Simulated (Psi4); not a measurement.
Psi4 1.11, WB97X/def2-tzvp: Cl[C](Cl)Cl, charge +1, multiplicity 1, 4 atoms. The geometry is a generated start, not checked to be a minimum at this level.

```yaml
task: energy
method: wb97x
basis: def2-tzvp
memory: 3 GB
maxiter: 100
keys_of_the_molecule_block: symmetry c1
scf_type: df (default)
e_convergence: 1e-06 (default)
d_convergence: 1e-06 (default)
dft_radial_points: 75 (default)
dft_spherical_points: 302 (default)
basis_functions: 142
grid_points: 83687
```

```xyz
4

Cl    -1.0736    -1.2678     0.0183
C     -0.0017     0.0020     0.0003
Cl     1.6355    -0.2969    -0.0214
Cl    -0.5602     1.5626     0.0028
```

Charge 1 and multiplicity 1 are set for this test and not shown to be the ground state.

With the defaults (diis = true, scf_initial_accelerator = adiis, damping_percentage = 0, soscf = false, soscf_start_convergence = 0.01, guess = auto, which took SAD, level_shift = 0, level_shift_cutoff = 0.01, diis_max_vecs = 10) it converges in 8 SCF iterations. One run each on 2 threads, with these changes:
- guess = core
- soscf = true
- diis = false, scf_initial_accelerator = none, damping_percentage = 60
- guess = sapgau
- soscf = true, soscf_start_convergence = 0.001
- guess = modhuckel
- level_shift = 0.5, level_shift_cutoff = 0.001
- diis_max_vecs = 6
- guess = sadno

Q: Which runs fail or end elsewhere than the default run?

A: No convergence: diis = false, scf_initial_accelerator = none, damping_percentage = 60 (the run ends without SCF convergence in 100 iterations). The rest reach the solution of the defaults.

| setting | SCF iterations | JK calls | end |
|---|---|---|---|
| soscf = true | 5 | 16 | same solution |
| soscf = true, soscf_start_convergence = 0.001 | 6 | 17 | same solution |
| the defaults | 8 | 9 | same solution |
| guess = sapgau | 8 | 8 | same solution |
| level_shift = 0.5, level_shift_cutoff = 0.001 | 8 | 9 | same solution |
| diis_max_vecs = 6 | 8 | 9 | same solution |
| guess = modhuckel | 9 | 23 | same solution |
| guess = sadno | 9 | 9 | same solution |
| guess = core | 12 | 12 | same solution |
| diis = false, scf_initial_accelerator = none, damping_percentage = 60 | 100 | 101 | no convergence |

An SOSCF iteration holds several JK calls; a Hückel guess adds calls on atoms.
